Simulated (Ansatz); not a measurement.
The parent structure is SiS2 (space group Ibam, No. 72; a = 6.019 Å, b = 9.396 Å, c = 5.545 Å; made of chains).

One thing is altered: a hydrostatic pressure of 2.1 GPa.

Levels (all Ansatz, a program for electronic structure, PAW): PBEsol (420 eV, no spin-orbit coupling); r2SCAN (500 eV, without spin-orbit coupling); HSE06 (420 eV, no spin-orbit coupling).

One geometry, relaxed with PBEsol, under each level:

| level | band gap | lowest conduction level above the VBM at special points | pressure |
|---|---|---|---|
| PBEsol | 2.37 eV | X 2.37 eV; Λ₀ 2.70 eV; G₀ 2.70 eV; Γ 2.87 eV | 2.10 GPa |
| r2SCAN | 2.85 eV | X 2.85 eV; Λ₀ 3.21 eV; G₀ 3.21 eV; Γ 3.33 eV | 2.28 GPa |
| HSE06 | 3.55 eV | X 3.55 eV; Λ₀ 3.89 eV; G₀ 3.89 eV; Γ 3.98 eV | – |

Single points use the geometry relaxed with PBEsol. Their cutoffs differ, which shifts pressures a little. HSE06 was sampled on its mesh, a few special points and the semilocal edge points, so its gap is an upper bound. Load acts through the strain it causes; cell and atoms are relaxed under it. No phonon test of stability was made. No dispersion term is included in the PBEsol runs.
